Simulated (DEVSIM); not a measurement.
Device: illuminated Si p-on-n cell, one wavelength, at 300 K.

Layer 1 from the left is Si, thickness (μm) 0.450, Na (cm⁻³) 1.4e18, τn (s) 1e-6, τp (s) 8.6e-6, absorption coefficient (cm⁻¹) 2200. Layer 2 from the left is Si, thickness (μm) 140, Nd (cm⁻³) 2.5e17, τn (s) 4.8e-5, τp (s) 4.8e-5, absorption coefficient (cm⁻¹) 2200.

Left contact: ohmic, minority electron recombination velocity 10000 cm/s. Right contact: ohmic, minority hole recombination velocity 1e5 cm/s. Voltage is applied to the left contact. Recombination: SRH at mid-gap, radiative, Auger. Light enters at the left, 1.7e17 photons cm⁻² s⁻¹, one pass, no reflection. Mobility is μmin + (μ − μmin)/(1 + (N/Nref)^α).

Constants are typed, rounded textbook-type inputs, not results; the design itself was drawn at random and stands for no fabricated device. Values at 300 K.

Si: gap (eV) 1.124, affinity (eV) 4.05, permittivity 11.7, Nc (cm⁻³) 2.86e19, Nv (cm⁻³) 3.1e19, μn (cm²/Vs) 1417, μp (cm²/Vs) 470, μn,min 52, μp,min 45, Nref,n 9.7e16, Nref,p 2.2e17, αn 0.68, αp 0.72, B (cm³/s) 4.7e-15, Cn (cm⁶/s) 2.8e-31, Cp (cm⁶/s) 9.9e-32.

Simulated with DEVSIM: 1D drift-diffusion, Boltzmann statistics, complete ionisation; no tunnelling, impact ionisation, image-force lowering or self-heating.

Dark forward current:

```
|V| (V)  |J| (A/cm²)
-------  -----------
0.20       8.406e-10
0.25        3.960e-9
0.30        2.225e-8
0.35        1.398e-7
0.40        9.274e-7
0.45        6.306e-6
0.50        4.331e-5
0.55       0.0002987
0.60        0.002064
0.65         0.01426
0.70         0.09847
0.75          0.6732
0.80           4.333
0.85           21.90
0.90           72.39
0.95           167.2
1.00           307.1
1.05           488.3
1.10           706.1
1.15           955.9
1.20            1234
1.25            1537
1.30            1863
1.35            2209
```

Problem. Work out the local ideality factor n = ΔV / (kT/q · ln(J2/J1)) between the rows 0.20 and 0.25 V, 0.55 and 0.60 V, 1.30 and 1.35 V.

Solution. kT/q = 25.85 mV. From 0.20 to 0.25 V: ln(3.960e-9/8.406e-10) = 1.550, n = 1.25. From 0.55 to 0.60 V: ln(0.002064/0.0002987) = 1.933, n = 1.00, near the 1 of diffusion or emission over a barrier. From 1.30 to 1.35 V: ln(2209/1863) = 0.170, n = 11.35.

Problem. What current could the absorbed light give at most, and what share is collected?

Solution. Σ αd = 30.9, so qΦ(1 − exp(−Σ αd)) = 27.2 mA/cm². The simulated short-circuit current is 26.10 mA/cm², a share of 0.96.

Problem. Estimate the open-circuit voltage by superposition: the voltage at which the dark current equals that short-circuit current.

Solution. Interpolating ln J in the table gives 0.666 V. The simulation gives 0.666 V, the same within the digits that matter. Superposition holds where collection doesn't change with voltage.

Problem. Estimate the fill factor from FF0 = (v − ln(v + 0.72))/(v + 1), v = qVoc/(nkT), with n from the dark curve.

Solution. The rows about Voc, 0.65 and 0.70 V, give n = 1.00, so v = 25.7 and FF0 = 0.840. The simulation gives 0.839, the same within the digits that matter.
